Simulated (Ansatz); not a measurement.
# Effective masses and thermopower of CdSe under load (space group I-4m2)

Here is the system:

```yaml
crystal:
  lattice:
    - [0.00000, 3.13166, 2.91546]
    - [3.13166, 0.00000, 2.91546]
    - [3.13166, 3.13166, 0.00000]
  atoms:
    - { symbol: Cd, position: [0.00000, 0.00000, 0.00000] }
    - { symbol: Se, position: [0.75000, 0.75000, 0.75000] }
```

Computed with r2SCAN with spin-orbit coupling, rigid bands (plane waves, PAW; Ansatz, a quantum-chemistry and plane-wave program). Condition of this run: uniaxial stress zz = 1 GPa (compression positive) (the target of the relaxation). Cell: cell and atoms relaxed with r2SCAN, then loaded as said.

The band gap is 0.85 eV. The electron conductivity mass (300 K, dilute) comes out as 0.105 (x), 0.105 (y), 0.098 (z) mₑ, the hole conductivity mass (300 K, dilute) comes out as 0.73 (x), 0.73 (y), 0.30 (z) mₑ and the effective density of states N_c (300 K) is 7.8e17 cm⁻³. The effective density of states N_v (300 K) is 8.4e18 cm⁻³ and the density-of-states mass, electrons is 0.099 mₑ. The density-of-states mass, holes is 0.48 mₑ and the Seebeck coefficient, n-type 1e19 cm⁻³, 300 K is -66 μV/K. The best n-type power factor at 300 K for τ = 10 fs (best axis; densities from 1e16 to 1e21 cm⁻³ tried, whether or not they can be reached) comes out as 1.23 μW/(cm·K²) at 3e18 cm⁻³ and the Seebeck coefficient, p-type 1e19 cm⁻³, 300 K is 239 μV/K.

Rigid bands; masses and Seebeck coefficients take one relaxation time τ for all states and one kind of carrier; polarons and phonon drag are left out.
